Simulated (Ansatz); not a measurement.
# Pressure series in TiO2

Base system: TiO2 in the rutile structure (space group P4_2/mnm, No. 136; a = 4.643 Å, c = 2.964 Å).

Cell and atoms are relaxed at each pressure.

The values are results of PBE, PAW, 420 eV (Ansatz, a first-principles code; no spin-orbit coupling), not measurements.

```json
[
 {"pressure (GPa)": "-2", "volume per atom (Å³/atom)": "10.760"},
 {"pressure (GPa)": "-1", "volume per atom (Å³/atom)": "10.704"},
 {"pressure (GPa)": "0", "volume per atom (Å³/atom)": "10.651"},
 {"pressure (GPa)": "0.9", "volume per atom (Å³/atom)": "10.604"},
 {"pressure (GPa)": "4.5", "volume per atom (Å³/atom)": "10.430"},
 {"pressure (GPa)": "9", "volume per atom (Å³/atom)": "?"},
 {"pressure (GPa)": "15", "volume per atom (Å³/atom)": "10.003"},
 {"pressure (GPa)": "22.5", "volume per atom (Å³/atom)": "9.749"},
 {"pressure (GPa)": "30", "volume per atom (Å³/atom)": "9.526"}
]
```

**Question.** Fit the third-order Birch–Murnaghan form P(V) = (3B₀/2)[(V₀/V)^(7/3) − (V₀/V)^(5/3)]·[1 + (3/4)(B₀′ − 4)((V₀/V)^(2/3) − 1)] (squares taken in P) to the rows shown and predict the withheld row.

**Answer.** Least squares on the printed values gives V₀ = 10.651 Å³/atom, B₀ = 205 GPa, B₀′ = 4.9; this predicts 10.235 Å³/atom, and the run gives 10.234 Å³/atom, in agreement.

Load acts through the strain it causes; cell and atoms are relaxed under it. Stability against distortions was not tested. No other phases were tried under pressure. All final runs are without spin polarisation.
